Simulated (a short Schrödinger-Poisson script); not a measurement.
Structure: MOS inversion layer, Si3N4 on p-type GaN, at 300 K.

| layer | material | thickness (nm) | Na (cm⁻³) |
|---|---|---|---|
| 1 | Si3N4 | 5.8 | - |
| 2 | GaN | 630 | 1e18 |

Constants are typed, rounded textbook-type inputs, not results; the design itself was drawn at random and stands for no fabricated device. Si3N4: permittivity 7.5, conduction-band edge (eV) 2, gap (eV) 5.1, electron mass (mₑ) 0.5. GaN: permittivity 9.5, conduction-band edge (eV) 0, gap (eV) 3.43, Nv at 300 K (cm⁻³) 4.6e19.

Channel valleys (confinement mass, in-plane density-of-states mass, number): Γ 0.2, 0.2, 1. At the gate the conduction-band edge of layer 1 lies 2.51 eV − eVg above the Fermi level of the channel; the field vanishes at the back. Gaps are held at their typed values at every temperature. Mesh 0.03 nm at interfaces.

Solved with a short Schrödinger-Poisson script written for these runs: 1D Poisson equation in equilibrium, electrons quantum, Hartree (BenDaniel-Duke, 12 states a valley, the channel's in-plane mass for all, wave functions ending at the dielectric), parabolic valleys, classical holes, full ionisation, no traps, pinning or gate leakage.

At Vg = 2.8 V the centroid of the electrons lies 1.66 nm from the interface.

Question: Estimate the gate capacitance as the dielectric in series with that distance, and compare.

Answer: The dielectric alone has 1.14 μF/cm²; in series with 1.66 nm of the channel's permittivity, 0.934 μF/cm²; the run gives 0.916 μF/cm². The estimate leaves out the density-of-states capacitance and the centroid's move with voltage. In real p-type GaN the Mg acceptor is only partly ionised, and so wide a gap doesn't supply an inversion layer without source and drain.
